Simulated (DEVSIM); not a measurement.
System: abrupt Si p-n junction, at 300 K.

```csv
layer (left to right),material,thickness (μm),Nd (cm⁻³),Na (cm⁻³),τn (s),τp (s)
1,Si,43.0,-,3.3e16,3.5e-5,3.5e-5
2,Si,9.00,7.6e14,-,3.5e-5,3.5e-5
```

Left contact: ohmic. Right contact: ohmic. Voltage is applied to the left contact. Recombination: SRH at mid-gap. Mobility is constant in doping.

This is a model device: material constants are rounded textbook-type values typed into the input, and sizes, dopings and lifetimes were drawn at random. Values at 300 K.

```csv
parameter,Si
gap (eV),1.124
affinity (eV),4.05
permittivity,11.7
Nc (cm⁻³),2.86e19
Nv (cm⁻³),3.1e19
μn (cm²/Vs),1417
μp (cm²/Vs),470
```

Simulated with DEVSIM: 1D drift-diffusion, Boltzmann statistics, complete ionisation; no tunnelling, impact ionisation, image-force lowering or self-heating.

Q: Give the dark reverse current.

A: 
| V (V) | J (A/cm²) |
|---|---|
| -0.10 | -7.7e-10 |
| -0.25 | -1.1e-9 |
| -0.50 | -1.7e-9 |
| -0.75 | -2.1e-9 |
| -1.00 | -2.5e-9 |
| -1.50 | -3.1e-9 |
| -2.00 | -3.7e-9 |
| -2.50 | -4.2e-9 |
| -3.25 | -4.9e-9 |
| -4.00 | -5.6e-9 |
| -5.00 | -6.3e-9 |
